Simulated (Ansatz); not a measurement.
**GaSb (model structure, started from the BN type, Pm-3n, No. 223, 12 atoms in the cell)**

Level of theory: r²SCAN+rVV10 in Ansatz (PAW).

Run with plane-wave cutoff 560 eV, 8×8×8 k mesh, Fermi–Dirac smearing 0.05 eV, scalar-relativistic PAW data made under PBE.

Cell (relaxed at this level):

```cif
data_Ga6Sb6
_chemical_formula_sum 'Ga6 Sb6'
_space_group_name_H-M_alt 'P 1'
_space_group_IT_number 1
_cell_length_a 7.54064
_cell_length_b 7.54064
_cell_length_c 7.54064
_cell_angle_alpha 90.000
_cell_angle_beta 90.000
_cell_angle_gamma 90.000
loop_
_space_group_symop_operation_xyz
  'x, y, z'
loop_
_atom_site_label
_atom_site_type_symbol
_atom_site_fract_x
_atom_site_fract_y
_atom_site_fract_z
_atom_site_occupancy
Ga1 Ga 0.25000 0.00000 0.50000 1
Ga2 Ga 0.50000 0.25000 0.00000 1
Ga3 Ga 0.50000 0.75000 0.00000 1
Ga4 Ga 0.75000 0.00000 0.50000 1
Ga5 Ga 0.00000 0.50000 0.75000 1
Ga6 Ga 0.00000 0.50000 0.25000 1
Sb1 Sb 0.25000 0.50000 0.00000 1
Sb2 Sb 0.00000 0.25000 0.50000 1
Sb3 Sb 0.00000 0.75000 0.50000 1
Sb4 Sb 0.75000 0.50000 0.00000 1
Sb5 Sb 0.50000 0.00000 0.75000 1
Sb6 Sb 0.50000 0.00000 0.25000 1
```

For GaSb (model structure, started from the BN type, Pm-3n, No. 223, 12 atoms in the cell), the band gap is 0.32 eV.

Note: the relaxation could raise the start's symmetry but not lower it, so the cell can be a saddle point.

Spin–orbit coupling is not included; with these elements it can move the gap by several tenths of an eV or more.

Computed values are for the static lattice.

It cost very roughly 2.9 core-minutes of CPU time.

A model structure was made by putting elements into a prototype or built by hand; it is no filed structure, need not be a known phase, and can be a saddle point held by its symmetry.

Ansatz is an electronic-structure program.
